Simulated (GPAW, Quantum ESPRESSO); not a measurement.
A Quantum ESPRESSO input for a self-consistent single point of AlN (F-43m, 2 atoms in the cell) (DFT, PBEsol, plane waves, SSSP 1.1.2 efficiency (PBE) pseudopotentials):

```fortran
&CONTROL
  calculation = 'scf'
  prefix = 'AlN'
  outdir = './tmp'
  pseudo_dir = './'
  tprnfor = .true.
  tstress = .true.
/
&SYSTEM
  ibrav = 0
  nat = 2
  ntyp = 2
  ecutwfc = 45
  ecutrho = 360
  occupations = 'fixed'
  nbnd = 6
  input_dft = 'pbesol'
/
&ELECTRONS
  conv_thr = 1.0d-8
  mixing_beta = 0.3
/
ATOMIC_SPECIES
Al    26.9815  Al.pbe-n-kjpaw_psl.1.0.0.UPF
N     14.0070  N.pbe-n-radius_5.UPF
ATOMIC_POSITIONS {bohr}
Al    0.000000000    0.000000000    0.000000000
N     6.164108984    6.164108984    6.164108984
K_POINTS {automatic}
9 9 9  0 0 0
CELL_PARAMETERS {bohr}
   0.000000000     4.109405989     4.109405989
   4.109405989     0.000000000     4.109405989
   4.109405989     4.109405989     0.000000000
```

Task: Translate this input to GPAW.

Result: One input that does it (others would too):

```python
from ase import Atoms
from ase.units import GPa
from gpaw import GPAW

atoms = Atoms(['Al', 'N'],
              cell=[[0.000000, 2.174604, 2.174604],
                    [2.174604, 0.000000, 2.174604],
                    [2.174604, 2.174604, 0.000000]],
              scaled_positions=[[0.000000, 0.000000, 0.000000],
                                [0.750000, 0.750000, 0.750000]],
              pbc=True)

calc = GPAW(mode={'name': 'pw', 'ecut': 950},
            xc='PBEsol',
            kpts=(9, 9, 9),
            occupations={'name': 'fermi-dirac', 'width': 0.0},
            nbands=-8,
            convergence={'forces': 0.001, 'bands': -6},
            symmetry={'symmorphic': False, 'tolerance': 0.0005},
            maxiter=150)

atoms.calc = calc

energy = atoms.get_potential_energy()
print('Energy (eV):', round(energy, 6))
forces = atoms.get_forces()
print('Forces (eV/Ang):')
print(forces.round(5))
stress = atoms.get_stress()
print('Stress (GPa, Voigt):', (stress / GPa).round(4))
```

Basis settings and potentials, where a program has them, do not carry over. This input uses DFT PBEsol, plane waves, GPAW PAW datasets PBEsol (made by gpaw-setup). Both were run: gap on the mesh 3.360 eV in Quantum ESPRESSO and 3.374 in GPAW.

On GPAW: the starting cell comes from a database of computed structures (which also holds hypothetical and non-ambient phases and stackings), without a prior relaxation at this level. Its lattice was rescaled by a random factor within 2.5 % of one.

On Quantum ESPRESSO: the starting cell comes from a database of computed structures (which also holds hypothetical and non-ambient phases and stackings), without a prior relaxation at this level. Its lattice was rescaled by a random factor within 2.5 % of one. With a pressure of about 5 GPa the cell is away from its equilibrium volume at this level.
